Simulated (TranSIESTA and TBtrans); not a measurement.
Device: diphenylmethane-4,4'-diyl held by thiolate S between two Au chains. Leads: straight Au chain, spacing 2.55 Å. Geometry: 27 atoms about the centre moved by SIESTA (PBE, SZP) to a largest force of 0.05 eV/Å, all others as built. Transport runs along z; the first 6 and the last 6 of the 43 atoms are the lead cells, repeated to infinity.

```xyz
43
Lattice="12.751 0.000 0.000 0.000 12.751 0.000 0.000 0.000 56.079" Properties=species:S:1:pos:R:3 pbc="F F T"
Au     6.375     6.375     0.000
Au     6.375     6.375     2.550
Au     6.375     6.375     5.100
Au     6.375     6.375     7.650
Au     6.375     6.375    10.200
Au     6.375     6.375    12.750
Au     6.375     6.375    15.300
Au     6.375     6.375    17.850
Au     6.113     6.189    20.352
S      7.694     7.322    21.518
C      6.938     6.777    23.083
C      7.347     5.541    23.729
C      6.686     5.071    24.907
C      5.609     5.821    25.495
C      5.233     7.075    24.903
C      5.889     7.552    23.723
C      4.908     5.315    26.767
C      5.610     5.820    28.039
C      5.233     7.075    28.633
C      5.890     7.552    29.811
C      6.940     6.778    30.450
S      7.696     7.325    32.014
C      7.348     5.541    29.807
C      6.686     5.070    28.629
H      8.212     4.932    23.254
H      6.997     4.063    25.386
H      4.372     7.688    25.378
H      5.582     8.561    23.243
H      3.807     5.679    26.765
H      4.907     4.156    26.765
H      4.371     7.687    28.160
H      5.581     8.558    30.297
H      8.208     4.930    30.288
H      6.998     4.062    28.151
Au     6.116     6.191    33.178
Au     6.375     6.375    35.679
Au     6.375     6.375    38.229
Au     6.375     6.375    40.779
Au     6.375     6.375    43.329
Au     6.375     6.375    45.879
Au     6.375     6.375    48.429
Au     6.375     6.375    50.979
Au     6.375     6.375    53.529
```

Run with TranSIESTA and TBtrans (open boundaries, self-consistent; PseudoDojo norm-conserving potentials, scalar-relativistic): PAO.BasisSize DZP, PAO.EnergyShift 0.15 eV, XC.Authors PBE, Mesh.Cutoff 150 Ry, ElectronicTemperature 300 K, TS.Voltage 0.0 eV, TBT.Elecs.Eta 0.001 eV, no spin polarisation.

Energies count from the leads' Fermi level. Transmissions are for one spin of a degenerate pair. The energy step is 0.02 eV; narrower resonances are cut or missed.

```csv
E (eV),T
-0.20,0.0227
-0.16,0.0250
-0.12,0.0459
-0.08,0.0329
-0.04,0.0257
0.00,0.0214
0.04,0.0218
0.08,0.0210
0.12,0.0203
0.16,0.0196
0.20,0.0190
```

Problem. Give the zero-bias conductance in μS and the resistance at 300 K.

Solution. At the Fermi level T = 0.0214. Averaged with −∂f/∂E over the full grid (kT = 25.9 meV) it is 0.0236. With G0 = 2e²/h = 77.48 μS, G = 1.83 μS and R = 1/G = 546 kΩ.

Problem. The eigenchannels at the Fermi level transmit 0.0214. What Fano factor of the shot noise follows at low temperature and bias?

Solution. F = Σ τ(1 − τ)/Σ τ = 0.0209/0.0214 = 0.98.

The leads' channel count changes near -0.01 eV, within the thermal window, so values at the Fermi level hang on where that band edge falls. The leads are straight chains one atom wide, held at their spacing: model electrodes, not surfaces. Semilocal functionals put molecular levels too close to the Fermi level and tend to overestimate such conductances.
